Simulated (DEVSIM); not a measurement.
Device: Au/SiO2/p-Ge capacitor, at 250 K.

| layer (left to right) | material | thickness (nm) | Na (cm⁻³) |
|---|---|---|---|
| 1 | SiO2 | 17.0 | - |
| 2 | Ge | 9300 | 4.1e15 |

Metal gate on the left, work function 5.1 eV. Fixed charge at the semiconductor interface 0 cm⁻² (in units of +e); no interface traps.

This is a model device: material constants are rounded textbook-type values typed into the input, and sizes, dopings and lifetimes were drawn at random. Values at 300 K; Nc and Nv go as T^1.5, mobilities as T to minus their exponent, the gap by Varshni's rule with the affinity fixed.

| parameter | SiO2 | Ge |
|---|---|---|
| gap (eV) | 9 | 0.664 |
| affinity (eV) | 0.9 | 4 |
| permittivity | 3.9 | 16 |
| Nc (cm⁻³) | - | 1.04e19 |
| Nv (cm⁻³) | - | 6e18 |
| Varshni α (eV/K) | - | 0.000477 |
| Varshni β (K) | - | 235 |

Model (solved in DEVSIM): 1D Poisson equation in equilibrium, Boltzmann statistics, complete ionisation; no quantum confinement or tunnelling. Metal contacts follow the ideal Schottky-Mott rule: no Fermi-level pinning, no interface dipoles.

Task: Tabulate band edges, carrier densities and field at -0.1 V on the gate.

Result: Energies count from the Fermi level of the right contact; mesh points crowd at the junctions.

```csv
x (μm),Ec (eV),Ev (eV),n (cm⁻³),p (cm⁻³),field (V/cm)
0.000,4.300,-4.700,< 1e2,< 1e2,-320000
0.001619,4.248,-4.752,< 1e2,< 1e2,-320000
0.005374,4.128,-4.872,< 1e2,< 1e2,-320000
0.01161,3.928,-5.072,< 1e2,< 1e2,-320000
0.01599,3.788,-5.212,< 1e2,< 1e2,-320000
0.01736,0.653,-0.030,550000,1.1e18,-73000
0.01964,0.639,-0.044,1100000,5.9e17,-52000
0.02871,0.607,-0.076,4600000,1.4e17,-24000
0.04909,0.576,-0.107,1.9e7,3.3e16,-9900
0.09887,0.549,-0.134,6.7e7,9.2e15,-3000
0.2232,0.534,-0.149,1.3e8,4.6e15,-380
0.7424,0.532,-0.151,1.5e8,4.1e15,≈ 0
1.830,0.532,-0.151,1.5e8,4.1e15,≈ 0
4.546,0.532,-0.151,1.5e8,4.1e15,≈ 0
7.945,0.532,-0.151,1.5e8,4.1e15,≈ 0
8.768,0.532,-0.151,1.5e8,4.1e15,≈ 0
9.098,0.532,-0.151,1.5e8,4.1e15,≈ 0
9.233,0.532,-0.151,1.5e8,4.1e15,≈ 0
9.293,0.532,-0.151,1.5e8,4.1e15,≈ 0
9.308,0.532,-0.151,1.5e8,4.1e15,≈ 0
9.314,0.532,-0.151,1.5e8,4.1e15,≈ 0
9.317,0.532,-0.151,1.5e8,4.1e15,≈ 0
```
